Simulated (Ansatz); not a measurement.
Defect migration in fcc Al: Rh-vacancy pair (Rh on one host Al site, one Al site vacant), neutral cell. Calculation: PBE, PAW (plane waves to 420 eV; Ansatz, a first-principles code).

Settings: 32 host sites, the relaxed PBE lattice, a 3×3×3 k-point mesh shifted by half a step, smearing 0.10 eV, spin-restricted, no image-charge correction. No zero-point or tunnelling terms. Forms of the defect that were not tried may lie lower.

Barriers: single points on a 5×5×5 k-point mesh shifted by half a step at the bands' geometries.

Relaxed starting cell (atoms counted from 1):

```xyz
31
Lattice="8.0839 0.0000 0.0000 0.0000 8.0839 0.0000 0.0000 0.0000 8.0839" Properties=species:S:1:pos:R:3 pbc="T T T"
Rh    -0.0005    -0.1102    -0.1146
Al     0.0014     0.0370     4.0271
Al     0.0011     4.0300     0.0349
Al     0.0012     4.0298     4.0278
Al     4.0423     0.0309     0.0290
Al     4.0433     0.0200     4.0450
Al     4.0427     4.0480     0.0182
Al     4.0433     4.0741     4.0724
Al     0.0008     1.9727     6.0969
Al     0.0008     6.0996     1.9700
Al     0.0013     6.0887     6.0866
Al     4.0426     2.0292     2.0269
Al     4.0425     2.0207     6.1242
Al     4.0441     6.1256     2.0185
Al     4.0427     6.0961     6.0937
Al     1.8688     0.0728     1.9717
Al     1.9958     0.0079     6.1181
Al     1.9942     4.0370     2.0267
Al     2.0088     4.0484     6.0961
Al     6.2182     0.0741     1.9705
Al     6.0895     0.0077     6.1178
Al     6.0918     4.0358     2.0259
Al     6.0778     4.0488     6.0954
Al     1.8672     1.9733     0.0716
Al     1.9949     2.0280     4.0347
Al     1.9951     6.1209     0.0055
Al     2.0089     6.0976     4.0464
Al     6.2165     1.9739     0.0699
Al     6.0913     2.0282     4.0346
Al     6.0894     6.1207     0.0052
Al     6.0778     6.0977     4.0460
```

End state 1 differs by these moves (Å; atoms that move under 0.08 Å are left out):

| atom | element | Δx | Δy | Δz |
|---|---|---|---|---|
| 1 | Rh | 0.00 | 2.27 | 2.27 |

### Question
Predict the forward and backward barriers to end state 1 from PBE, PAW.

### Answer
forward 1.20 eV, backward 1.20 eV; at the saddle point atom 1 has neighbours 2 Al at 2.43, 2 Al at 2.51, 2 Al at 2.64 Å. The saddle point's order was not checked, and it lies on a symmetry element of the cell, where a band can be held.
